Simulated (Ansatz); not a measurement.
Defect: interstitial N in fcc Cu, neutral cell. These are PBE, PAW (plane waves to 420 eV; Ansatz, an electronic-structure program) values and carry that method's errors.

Cell of 32 host sites held at the relaxed PBE lattice; a 2×2×2 k-point mesh shifted by half a step; Fermi-Dirac width 0.10 eV, spin-restricted; finite-size errors left in. Static, classical nuclei. Sites that were not tried may lie lower.

Barriers: single points on a 4×4×4 k-point mesh shifted by half a step at the bands' geometries (they differ from the bands' own by up to 0.17 eV, and are uncertain by about as much).

The step: one N atom jumps by itself. Atoms about the jump, Cartesian Å from the middle of the jump, before and after:

```tsv
atom	x0	y0	z0	x1	y1	z1
N1	0.46	0.46	0.45	-0.46	-0.46	-0.45
Cu2	0.46	-1.48	0.45	0.61	-1.51	0.59
Cu3	-1.48	0.46	0.45	-1.51	0.61	0.59
Cu4	0.46	0.46	-1.49	0.59	0.59	-1.51
Cu5	-1.38	-1.38	-1.39	-1.50	-1.50	-1.52
Cu6	2.40	0.46	0.45	2.30	0.47	0.46
Cu7	0.46	0.46	2.39	0.47	0.47	2.29
Cu8	0.46	2.40	0.45	0.47	2.30	0.46
Cu9	-1.38	-1.38	2.29	-1.37	-1.37	2.29
Cu10	2.30	-1.38	-1.39	2.30	-1.38	-1.38
Cu11	-1.38	2.30	-1.39	-1.37	2.30	-1.38
Cu12	-1.38	-3.17	0.45	-1.37	-3.21	0.46
Cu13	-3.17	-1.38	0.45	-3.21	-1.37	0.46
Cu14	0.46	-3.17	-1.39	0.47	-3.21	-1.38
Cu15	-3.17	0.46	-1.39	-3.21	0.47	-1.38
Cu16	0.46	-1.38	-3.18	0.47	-1.38	-3.22
Cu17	-1.38	0.46	-3.18	-1.37	0.47	-3.22
Cu18	2.30	-1.38	2.29	2.30	-1.37	2.30
Cu19	2.30	2.30	-1.39	2.30	2.30	-1.37
Cu20	-1.38	2.30	2.29	-1.37	2.30	2.30
Cu21	0.46	-3.17	2.29	0.46	-3.21	2.30
Cu22	2.30	-3.17	0.45	2.31	-3.21	0.45
Cu23	-3.17	0.46	2.29	-3.21	0.46	2.30
Cu24	-3.17	2.30	0.45	-3.21	2.30	0.45
Cu25	2.30	0.46	-3.18	2.30	0.46	-3.21
Cu26	0.46	2.30	-3.18	0.46	2.30	-3.21
```

Give the saddle-point geometry and the barrier.


```csv
atom,x,y,z
N1,-0.15,-0.15,-0.16
Cu2,0.60,-1.63,0.58
Cu3,-1.63,0.60,0.58
Cu4,0.59,0.60,-1.64
Cu5,-1.30,-1.30,-1.32
Cu6,2.28,0.45,0.43
Cu7,0.45,0.45,2.27
Cu8,0.45,2.29,0.44
Cu9,-1.39,-1.38,2.27
Cu10,2.28,-1.38,-1.40
Cu11,-1.39,2.29,-1.40
Cu12,-1.38,-3.22,0.45
Cu13,-3.22,-1.38,0.45
Cu14,0.47,-3.22,-1.40
Cu15,-3.22,0.47,-1.40
Cu16,0.47,-1.38,-3.23
Cu17,-1.38,0.47,-3.23
Cu18,2.31,-1.38,2.30
Cu19,2.31,2.31,-1.40
Cu20,-1.38,2.32,2.30
Cu21,0.46,-3.23,2.30
Cu22,2.32,-3.24,0.44
Cu23,-3.24,0.46,2.30
Cu24,-3.24,2.32,0.44
Cu25,2.32,0.46,-3.25
Cu26,0.45,2.32,-3.25
```
It lies 0.89 eV above the start and 0.034 eV above the end. The program found a first-order saddle point.
